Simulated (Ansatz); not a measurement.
Input:

A slab with vacuum along the third vector:

```
CELL_PARAMETERS angstrom
      3.23249     0.00000     0.00000
     -1.61625     5.87929     0.00000
      0.00000     0.00000    26.50000
ATOMIC_POSITIONS crystal
  Zr 0.82016 0.64001 0.31083
  Zr 0.54800 0.09591 0.32561
  Zr 0.21546 0.43075 0.39758
  Zr 0.94666 0.89332 0.41444
  Zr 0.60159 0.20313 0.49308
  Zr 0.33162 0.66328 0.50692
  Zr 0.98655 0.97309 0.58556
  Zr 0.71774 0.43567 0.60242
  Zr 0.38521 0.77050 0.67439
  Zr 0.11305 0.22640 0.68917
```

Model: 10-atom slab, 10.3 Å thick at the start (thin: gaps and levels are the slab's own), 12x7x1 mesh, Fermi-Dirac 0.1 eV, dipole correction, single point; on the structure that PBE left under its start's symmetry; no spin, no spin-orbit, no U.

Task: Estimate the surface energy (mean of both faces) that r2SCAN, at the PBE geometry in Ansatz (an electronic-structure program) returns for this input.

Result: 1.73 J/m^2

Task: Give the work function of the top face at the level r2SCAN, at the PBE geometry.

Result: 3.85 eV
